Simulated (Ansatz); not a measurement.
SiH2 on the (100) surface of germanium (p(2x2) alternately buckled dimers; a constructed slab, bottom: dihydride, held), one in a cell of 66 Å², energies for each. Energies are against SiH4(g) − H2(g), without zero-point or thermal terms; each row is named by its start (#2, #3: further inequivalent places of a kind).

All values below come from PBE (plane waves to 420 eV, PAW; Ansatz, an electronic-structure program).

Slab: 43 atoms, 11.3 Å thick at the start with caps and adatoms under the adsorbate (thin: gaps and levels are the slab's own); k 3x3x1, smearing 0.01 eV, dipole-corrected; 24 atoms held, the rest relaxed; each run with such symmetry as its start has; no spin, no spin-orbit, no U, no dispersion correction.

A negative adsorption energy means that the adsorbate is more stable on the surface than in its reference. Starts that drift may end in the same place. Heights count from the host atoms within 0.3 Å of the top one.

```
starting site                                                                               E_ads (eV)  height (Å)  nearest host atom (Å)  bonded to  Δ work function (eV)  lateral drift (Å)
------------------------------------------------------------------------------------------  ----------  ----------  ---------------------  ---------  --------------------  -----------------
top Ge                                                                                            1.45        1.85                Ge 2.31         Ge                 -0.39                0.2
top Ge #2                                                                                         0.92        1.30                Ge 2.31         Ge                     –                1.4
over Ge at depth 1.6 Å                                                                           -0.09        1.16                Ge 2.48       2 Ge                     –                0.1
hollow Ge-Ge-Ge-Ge over Ge at depth 3.2 Å                                                        -0.09        1.17                Ge 2.49       2 Ge                     –                1.7
hollow Ge-Ge-Ge over Ge at depth 3.0 Å (the adsorbate broke or entered a bond of the host)        0.65       -0.17                Ge 2.50       3 Ge                     –                1.0
bridge Ge-Ge (span 4.1 Å)                                                                        -0.09        1.15                Ge 2.48       2 Ge                     –                0.7
bridge Ge-Ge (span 2.4 Å)                                                                         1.46        1.86                Ge 2.31         Ge                 -0.38                1.4
```
